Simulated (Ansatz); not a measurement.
Output of an Ansatz run (abridged):

```
WARN the atoms were moved onto the symmetric positions of the space group found under crystal.symmetry.tolerance 1.0e-5 (fractional …
WARN ansatz: RAYON_NUM_THREADS=1 ignored (pool sized by the plan → 1); use --threads N
Pseudopotentials: kind: paw
Pseudopotential: Cd, paw, valence charge 20
Pseudopotential: Hg, paw, valence charge 20
Crystal: 4 atoms, lattice volume = 89.697 Å³
Basis set: ecut = 420 eV, 1717 PW (Γ)
Bands: 48, of which v1, the nominal top of the filled ones, is band 40 counted from 1 (39 counted from 0)
Symmetry: 12 space group operations
Space group: P-6m2 (ITA 187), of the structure as read, at distance tolerance 4.5e-5 Å
k-points: 20 of 128 (time reversal used)
PAW frozen core: Cd, regenerated for the run's functional, and the local potential with it
PAW frozen core: Hg, regenerated for the run's functional, and the local potential with it
Initial density: superposition of atomic densities (neutral atoms: chi_scale 0, normalization atom), corrected by the library's trained network
Initial wavefunctions: pseudopotential atomic-orbital guess
Eigensolver: davidson
Functional: x = slater, c = lda
SCF iter   1: F=—  HF=-37875.885612 eV  |F-HF|=—  |Δ(HF+E_count)|=         —  Δρ=8.76e-3  dr2=8.87e-2  ethr=1.77e-3  ⟨swp⟩=7.0  Hψ=3467  notcnv=0  defer=9
all-band conjugate gradients solve this SCF's bands
preconditioner: auto → Kerker (q_TF=auto, 2.677 Å⁻¹)
SCF iter   2: F=—  HF=-37875.869730 eV  |F-HF|=—  |Δ(HF+E_count)|=   1.59e-2  Δρ=3.16e-3  dr2=2.82e-2  ethr=1.11e-4  ⟨swp⟩=3.0  Hψ=1664  notcnv=0  defer=55
preconditioner: auto → Resta (q_TF=auto, 2.677 Å⁻¹)
SCF iter   3: F=—  HF=-37875.865940 eV  |F-HF|=—  |Δ(HF+E_count)|=   3.79e-3  Δρ=1.03e-3  dr2=2.31e-3  ethr=3.53e-5  ⟨swp⟩=2.0  Hψ=1004  notcnv=0  defer=55
SCF iter   4: F=—  HF=-37875.865752 eV  |F-HF|=—  |Δ(HF+E_count)|=   1.87e-4  Δρ=5.06e-4  dr2=1.16e-4  ethr=2.89e-6  ⟨swp⟩=1.2  Hψ=907  notcnv=0  defer=55
SCF iter   5: F=—  HF=-37875.865746 eV  |F-HF|=—  |Δ(HF+E_count)|=   6.19e-6  Δρ=9.73e-5  dr2=6.88e-6  ethr=1.45e-7  ⟨swp⟩=2.0  Hψ=1442  notcnv=0  defer=55
SCF iter   6: F=—  HF=-37875.865740 eV  |F-HF|=—  |Δ(HF+E_count)|=   6.51e-6  Δρ=3.00e-5  dr2=8.59e-7  ethr=8.60e-9  ⟨swp⟩=2.0  Hψ=1586  notcnv=0  defer=55
SCF iter   7: F=—  HF=-37875.865740 eV  |F-HF|=—  |Δ(HF+E_count)|=   1.58e-7  Δρ=9.12e-6  dr2=1.00e-7  ethr=1.07e-9  ⟨swp⟩=2.0  Hψ=1495  notcnv=0  defer=55
SCF iter   8: F=-37875.865740 eV  HF=-37875.865740 eV  |F-HF|=2.33e-9  |Δ(HF+E_count)|=   1.51e-8  Δρ=1.70e-6  dr2=3.28e-9  ethr=1.25e-10  ⟨swp⟩=8.8  Hψ=3590  notcnv=0
SCF 1 converged in 8 iterations: F = -37875.865740 eV  dr2 = 3.28e-9
SCF converged after 8 iterations
Free energy (F): -37875.865740 eV
Harris-Foulkes:  -37875.865740 eV  (|F-HF|=2.33e-9)
Internal energy: -37875.863122 eV  (E = F + TS)
E sigma→0 (E₀):  -37875.864431 eV
Entropy (-TS):   -0.002618 eV (-0.655 meV/atom)
Fermi energy:    13.919643 eV
--- Per-component energies (eV) ---
  E_band       = -1613.337264
  E_kinetic    = 2118.889251
  E_local      = -11428.669258  (includes V_loc(G=0)·N_el)
  E_nonlocal   = 198.736825
  E_hartree    = 5246.152696
  E_xc         = -746.128956
  E_vxc        = -926.945801  (∫ρ·V_xc dr)
  E_paw        = -21494.262532  (= ΣΔE_a)
  E_vpaw       = -2067.654476  (= ΣTr[D̂ρ^β])
  E_aug_tail   = 0.000866  (compensation charges beyond the density's cutoff)
  E_ewald      = -11773.457813
  E_core_change = 2.875799  (= ΣΔE_core)
  E_smearing   = -0.002618  (= −TS)
  E_closure    = 0.000000  (closes the sum)
  Σ components = -37875.865740   (vs F -37875.865740, Δ=0.00e0)
--- Forces (eV/Å), atoms counted from 1 ---
  atom   1  Cd    -0.00000000     0.00000000     0.00000000
  atom   2  Cd     0.00000000    -0.00000000    -0.00843327
  atom   3  Cd     0.00000000    -0.00000000     0.00843327
  atom   4  Hg     0.00000000     0.00000000     0.00000000
  max |Σ_I F_I| component: 7.40e-17 eV/Å
--- Stress (GPa, compression-positive) ---
       -5.441484       0.000000       0.000000
        0.000000      -5.441484       0.000000
        0.000000       0.000000      -4.834144
  P = ⅓ Tr σ = -5.2390 GPa (-52.390 kbar)
  The stress holds the Pulay correction. Without it, at fixed plane waves, as pw.x and ABINIT print it: P = -5.2669 GPa
--- Band table (eV; the first three rows and the last of 20) ---
  k-point 0: bands = ["-101.1861", "-88.6114", "-88.6113", "-88.6076", "-49.7521", "-49.7403", "-49.7338", "-49.7215", "-49.7215", "-49.7214", "-49.7214", "-49.7128", "-49.7128", "-49.4674", "-49.4474", "-49.4474", "4.5386", "4.6783", "4.7746", [...]
  k-point 1: bands = ["-101.1861", "-88.6114", "-88.6113", "-88.6076", "-49.7520", "-49.7405", "-49.7337", "-49.7215", "-49.7215", "-49.7214", "-49.7214", "-49.7128", "-49.7128", "-49.4674", "-49.4474", "-49.4474", "4.5486", "4.6517", "4.8073", [...]
  k-point 2: bands = ["-101.1858", "-88.6110", "-88.6109", "-88.6073", "-49.7510", "-49.7398", "-49.7340", "-49.7268", "-49.7265", "-49.7230", "-49.7228", "-49.7179", "-49.7141", "-49.4666", "-49.4552", "-49.4495", "4.6516", "4.7880", "4.8681", [...]
  k-point 19: bands = ["-101.1841", "-88.6085", "-88.6085", "-88.6049", "-49.7525", "-49.7514", "-49.7445", "-49.7436", "-49.7420", "-49.7387", "-49.7361", "-49.7358", "-49.7314", "-49.4910", "-49.4773", "-49.4615", "4.7682", "4.8406", "4.9091", [...]
```

The structure:

```
CELL_PARAMETERS angstrom
      3.06629     0.00000     0.00000
     -1.53314     2.65549     0.00000
      0.00000     0.00000    11.01589
ATOMIC_POSITIONS crystal
  Cd 0.00000 0.00000 0.00000
  Cd 0.33333 0.66667 0.75479
  Cd 0.33333 0.66667 0.24521
  Hg 0.00000 0.00000 0.50000
```

Question: What input produced this log?

Answer: Other spellings and defaults could give the same log, and not every line can be read from it. The input that was run (DFT, LDA (PW92), plane waves, default PAW files made with PBE):

Ansatz 0.2 input:
```yaml
crystal:
  lattice:
    - [3.066290, 0.000000, 0.000000]
    - [-1.533145, 2.655485, 0.000000]
    - [0.000000, 0.000000, 11.015890]
  atoms:
    - { symbol: Cd, position: [0.000000, 0.000000, 0.000000] }
    - { symbol: Cd, position: [0.333333, 0.666667, 0.754790] }
    - { symbol: Cd, position: [0.333333, 0.666667, 0.245210] }
    - { symbol: Hg, position: [0.000000, 0.000000, 0.500000] }
basis:
  ecutwfc: 420.0
kpoints:
  mp_grid: { grid: [8, 8, 2] }
hamiltonian:
  xc: lda
  pseudopotentials: { kind: paw }
scf:
  occupations: { method: gaussian, width: 0.05 }
output:
  forces: true
  eigenvalues: true
  stress: true
```

The starting cell comes from a database of computed structures (which also holds hypothetical and non-ambient phases and stackings), without a prior relaxation at this level. Spin-orbit coupling is off. With a pressure of about -5 GPa the cell is away from its equilibrium volume at this level. Ansatz's pressure includes its estimate of the finite-basis (Pulay) stress.

Ansatz is a first-principles code.
